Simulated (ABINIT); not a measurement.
**Worked example: self-consistent single point of HgS (F-43m, 2 atoms in the cell) in ABINIT**

Level of theory: PBE, PAW (JTH v2.0 PBE PAW) (plane waves; ABINIT 10.0.3).

The input file:

```
# HgS, JTH v2.0 PBE PAW
pp_dirpath "./"
pseudos "Hg.GGA_PBE-JTH.xml, S.GGA_PBE-JTH.xml"
acell 3*1.0 Angstrom
rprim
        -0.0000000000    2.9658040000    2.9658040000
         2.9658040000   -0.0000000000    2.9658040000
         2.9658040000    2.9658040000   -0.0000000000
natom 2
ntypat 2
znucl 80 16
typat 1 2
xcart
         0.0000000000    0.0000000000    0.0000000000
         2.8022786497    2.8022786497    2.8022786497
ecut 21 Ha
pawecutdg 42 Ha
occopt 3
tsmear 0.1 eV
nband 14
kptopt 1
ngkpt 8 8 8
nshiftk 1
shiftk 0 0 0
nstep 100
toldfe 1.0e-09
prtwf 0
prtden 0
```

Log, with long lists cut:

```
 Symmetries : space group F-4 3 m (#216); Bravais cF (face-center cubic)

 -outvars: echo values of preprocessed input variables --------
            acell      1.8897261329E+00  1.8897261329E+00  1.8897261329E+00 Bohr
             ecut      2.10000000E+01 Hartree
              ixc     -101130
         kptrlatt        8    0    0      0    8    0      0    0    8
          kptrlen      6.34083278E+01
            natom           2
            nband          14
            ngfft          36      36      36
          ngfftdg          48      48      48
             nkpt          29
            nstep         100
             nsym          24
           ntypat           2
           occopt           3
        pawecutdg      4.20000000E+01 Hartree
            rprim     -0.0000000000E+00  2.9658040000E+00  2.9658040000E+00
                       2.9658040000E+00 -0.0000000000E+00  2.9658040000E+00
                       2.9658040000E+00  2.9658040000E+00 -0.0000000000E+00
          spgroup         216
           toldfe      1.00000000E-09 Hartree
           tsmear      3.67493254E-03 Hartree
            typat      1  2
           useylm           1
             xred      0.0000000000E+00  0.0000000000E+00  0.0000000000E+00
                       2.5000000000E-01  2.5000000000E-01  2.5000000000E-01
            znucl       80.00000   16.00000

== DATASET  1 ==================================================================

 Real(R)+Recip(G) space primitive vectors, cartesian coordinates (Bohr,Bohr^-1):
 R(1)=  0.0000000  5.6045573  5.6045573  G(1)= -0.0892131  0.0892131  0.0892131
 R(2)=  5.6045573  0.0000000  5.6045573  G(2)=  0.0892131 -0.0892131  0.0892131
 R(3)=  5.6045573  5.6045573  0.0000000  G(3)=  0.0892131  0.0892131 -0.0892131
 Unit cell volume ucvol=  3.5209020E+02 bohr^3
 Angles (23,13,12)=  6.00000000E+01  6.00000000E+01  6.00000000E+01 degrees

 Coarse grid specifications (used for wave-functions):

 getcut: wavevector=  0.0000  0.0000  0.0000  ngfft=  36  36  36
         ecut(hartree)=     21.000   => boxcut(ratio)=   2.20177

 Fine grid specifications (used for densities):

 getcut: wavevector=  0.0000  0.0000  0.0000  ngfft=  48  48  48
         ecut(hartree)=     42.000   => boxcut(ratio)=   2.07585

   8.28133943E+02                                ecore*ucvol(ha*bohr**3)

_setup2: Arith. and geom. avg. npw (full set) are    1617.666    1617.651

--- !BeginCycle
solver: {iscf: 17, nstep: 100, nline: 4, wfoptalg: 10, }
tolerances: {toldfe: 1.00E-09, }
...

     iter   Etot(hartree)      deltaE(h)  residm     nres2
 ETOT  1  -52.427612667660    -5.243E+01 2.510E-01 1.192E+01
 ETOT  2  -52.606782342636    -1.792E-01 2.173E-02 1.318E+01
 ETOT  3  -52.560494161456     4.629E-02 3.300E-02 5.323E+00
 ETOT  4  -52.552364525954     8.130E-03 3.896E-03 9.877E-01
 ETOT  5  -52.554638602723    -2.274E-03 2.063E-03 1.150E+00
 ETOT  6  -52.554699267605    -6.066E-05 2.555E-03 5.612E-01
   [... 13 lines left out ...]
 ETOT 20  -52.554045227328     2.231E-08 1.641E-05 1.710E-06
 ETOT 21  -52.554045231674    -4.346E-09 5.725E-06 5.325E-07
 ETOT 22  -52.554045234217    -2.543E-09 1.412E-05 4.375E-07
 ETOT 23  -52.554045234520    -3.030E-10 4.921E-06 7.016E-07
 ETOT 24  -52.554045234988    -4.679E-10 1.216E-05 8.012E-07

 At SCF step   24, etot is converged :
  for the second time, diff in etot=  4.679E-10 < toldfe=  1.000E-09

 Cartesian components of stress tensor (hartree/bohr^3)
  sigma(1 1)= -5.76208018E-05  sigma(3 2)=  0.00000000E+00
  sigma(2 2)= -5.76208018E-05  sigma(3 1)=  0.00000000E+00
  sigma(3 3)= -5.76208018E-05  sigma(2 1)=  0.00000000E+00

 ----iterations are completed or convergence reached----

 reduced coordinates (array xred) for    2 atoms
       0.000000000000      0.000000000000      0.000000000000
       0.250000000000      0.250000000000      0.250000000000
 cartesian forces (eV/Angstrom) at end:
    1     -0.00000000000000    -0.00000000000000    -0.00000000000000
    2      0.00000000000000     0.00000000000000     0.00000000000000
 frms,max,avg= 1.1826685E-27 1.8528855E-27   0.000E+00  0.000E+00  0.000E+00 e/A
 length scales=  1.889726132886  1.889726132886  1.889726132886 bohr
              =  1.000000000000  1.000000000000  1.000000000000 angstroms
 Fermi (or HOMO) energy (hartree) =   0.11244   Average Vxc (hartree)=  -0.32776
 Eigenvalues (hartree) for nkpt=  29  k points:
 kpt#   1, nband= 14, wtk=  0.00195, kpt=  0.0000  0.0000  0.0000 (reduced coord)
  -0.37225   -0.14700   -0.14700   -0.14700   -0.11649   -0.11649    0.08624    0.10467
   0.10467    0.10467    0.32758    0.32758    0.32758    0.46606
      occupation numbers for kpt#   1
   2.00000    2.00000    2.00000    2.00000    2.00000    2.00000    1.99840    1.78471
   1.78471    1.78471    0.00000    0.00000    0.00000    0.00000
 prteigrs : prtvol=0 or 1, do not print more k-points.

--- !EnergyTerms
comment             : Components of total free energy in Hartree
kinetic             :  1.50463420112337E+01
hartree             :  1.19057520997957E+01
xc                  : -6.89692322080339E+00
Ewald energy        : -4.19637938676597E+01
psp_core            :  2.35205050731967E+00
local_psp           : -3.50013879659936E+01
spherical_terms     :  2.00298639958871E+00
internal            : -5.25549740365189E+01
'-kT*entropy'       : -6.92898307917977E-05
total_energy        : -5.25550433263497E+01
total_energy_eV     : -1.43009545773223E+03
...

-Cartesian components of stress tensor (GPa)         [Pressure=  1.6953E+00 GPa]
- sigma(1 1)= -1.69526223E+00  sigma(3 2)=  0.00000000E+00
- sigma(2 2)= -1.69526223E+00  sigma(3 1)=  0.00000000E+00
- sigma(3 3)= -1.69526223E+00  sigma(2 1)=  0.00000000E+00

 Calculation completed.
```

The run converged in 24 iterations.

The starting cell comes from a database of computed structures (which also holds hypothetical and non-ambient phases and stackings), without a prior relaxation at this level. Its lattice was rescaled by a random factor within 2.5 % of one. The run gives no clean gap (levels at the Fermi energy touch, overlap or are partly filled at this smearing), which alone does not show that the compound is a metal.

These are the values that this program gave, and no reference: the one-centre exchange-correlation terms come from a truncated expansion.

Cost on one core of a shared machine: roughly 80 s.
